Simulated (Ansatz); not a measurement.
CsCl-type AuZn (cubic form, which distorts at low temperature)

All values below come from r²SCAN+SOC in Ansatz (plane waves, PAW).

Numerical settings: plane-wave cutoff 560 eV, 18×18×18 k mesh, Fermi–Dirac smearing 0.05 eV, PAW data made under PBE.

Cell: relaxed at this level.

| Quantity | Result |
|---|---|
| equilibrium volume per atom | 15.52 Å³/atom |
| bulk modulus B0 | 139 GPa |
| lattice constant a | 3.143 Å |
| band gap | none |
| pressure derivative B′ of the bulk modulus | 5.4 |

Measured, for comparison: bulk modulus 131 GPa (temperature not stated, no zero-point or thermal correction; as tabulated in Nepal et al. (2020), arXiv:2007.11150). Computed (rounded) less measured: bulk modulus +6 %. A static lattice is as a rule a little smaller and stiffer than an uncorrected measurement, which narrows the difference in the bulk modulus and would widen misses of the other sign.

Note: symmetry holds this phase in the static calculation, where it need not be a minimum.

Computed values are for the static lattice.

The result took very roughly 40 core-minutes.

Ansatz is an electronic-structure program.
